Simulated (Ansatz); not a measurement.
## C, pressure series

The reference is C in the graphite type structure (space group P6_3/mmc, No. 194; layered, stacked along the Cartesian z axis).

```xyz
4
Lattice="2.4650 0.0000 0.0000 -1.2325 2.1347 0.0000 0.0000 0.0000 6.7289" Properties=species:S:1:pos:R:3 pbc="T T T"
C      0.0000     0.0000     1.6822
C      0.0000     0.0000     5.0466
C      0.0000     1.4232     1.6822
C      1.2325     0.7116     5.0466
```

Cell and atoms are relaxed at each pressure.

Method: plane-wave PAW DFT at the PBE-D3(BJ) level (Ansatz, a quantum-chemistry and plane-wave program, 420 eV), spin-orbit coupling left out, earlier PAW set.

| P (GPa) | V (Å³/atom) |
|---|---|
| -1.00 | 9.209 |
| 0.30 | 8.777 |
| 0.69 | 8.683 |
| 1.49 | 8.525 |
| 3.00 | 8.292 |
| 5.00 | 8.060 |
| 7.49 | 7.833 |
| 10.00 | 7.650 |

**Question.** Fit a third-order Birch–Murnaghan equation of state.

**Answer.** Least squares on P(V) = (3B₀/2)[(V₀/V)^(7/3) − (V₀/V)^(5/3)]·[1 + (3/4)(B₀′ − 4)((V₀/V)^(2/3) − 1)] gives V₀ = 8.85 Å³/atom, B₀ = 32 GPa and B₀′ = 11.7.

Measured bulk modulus of C: 33.8 GPa (room temperature; as listed in Wengen Ouyang et al., Journal of Chemical Theory and Computation (2019)); the computed value is for a static lattice, so the two differ by thermal effects too.

The mesh was chosen for an insulator and is coarse for the gapless case. Load acts through the strain it causes; cell and atoms are relaxed under it. No phonon test of stability was made. Competing high-pressure phases were not computed.
